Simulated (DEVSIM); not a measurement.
Device: abrupt GaAs p-n junction, at 300 K.

Layer 1 from the left is GaAs, thickness (μm) 2.00, Na (cm⁻³) 2.4e16, τn (s) 1.1e-8, τp (s) 1.1e-8. Layer 2 from the left is GaAs, thickness (μm) 3.10, Nd (cm⁻³) 2.9e16, τn (s) 1.1e-8, τp (s) 1.1e-8.

Left contact: ohmic. Right contact: ohmic. Voltage is applied to the left contact. Recombination: SRH at mid-gap. Mobility is constant in doping.

This is a model device: material constants are rounded textbook-type values typed into the input, and sizes, dopings and lifetimes were drawn at random. Values at 300 K.

GaAs: gap (eV) 1.424, affinity (eV) 4.07, permittivity 12.9, Nc (cm⁻³) 4.7e17, Nv (cm⁻³) 9e18, μn (cm²/Vs) 8500, μp (cm²/Vs) 400.

Task: Estimate by hand the built-in potential, the peak field at zero bias, the capacitance at -0.6 V, and compare with a numerical solution.

Result: 
- Built-in potential: ni = √(Nc Nv) exp(−Eg/2kT) = 2250000 cm⁻³ with Eg = 1.424 eV; Vbi = kT/q ln(Na Nd/ni²) = 1.199 V; numerical 1.199 V.
- Peak field at zero bias: depletion approximation: W = √(2εVbi/(qN)) = 0.361 μm with N = 1.31e16 cm⁻³; field = 2Vbi/W = 66500 V/cm; numerical 65000 V/cm (estimate above by 2.2 %).
- Capacitance at -0.6 V: C = √(qεN / 2(Vbi + |V|)) = 25.8 nF/cm²; numerical 26.2 nF/cm² (estimate below by 1.4 %).

Model (solved in DEVSIM): 1D drift-diffusion, Boltzmann statistics, complete ionisation; no tunnelling, impact ionisation, image-force lowering or self-heating.
